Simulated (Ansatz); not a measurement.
Pd₃AlB (model structure, started from the Ni3MgC type, Pm-3m, No. 221, 5 atoms in the cell) was calculated with LDA in Ansatz (PAW).

Numerical settings: plane-wave cutoff 520 eV, 14×14×14 k mesh, Fermi–Dirac smearing 0.05 eV, scalar-relativistic PAW data made under PBE.

Cell (relaxed at this level):

```
CELL_PARAMETERS angstrom
      4.06641     0.00000     0.00000
      0.00000     4.06641     0.00000
      0.00000     0.00000     4.06641
ATOMIC_POSITIONS crystal
  Al 0.00000 0.00000 0.00000
  Pd 0.00000 0.50000 0.50000
  Pd 0.50000 0.00000 0.50000
  Pd 0.50000 0.50000 0.00000
  B  0.50000 0.50000 0.50000
```

### Question
Give the computed bulk modulus.

### Answer

* **bulk modulus**: 195 GPa

The run finds no gap.

Note: the bulk modulus is −V dP/dV from two relaxed cells at ±2 % in volume; the relaxation could raise the start's symmetry but not lower it, so the cell can be a saddle point.

The computed numbers hold no vibrational or temperature effects.

A model structure was made by putting elements into a prototype or built by hand; it is no filed structure, need not be a known phase, and can be a saddle point held by its symmetry.

Ansatz is a program for electronic structure.
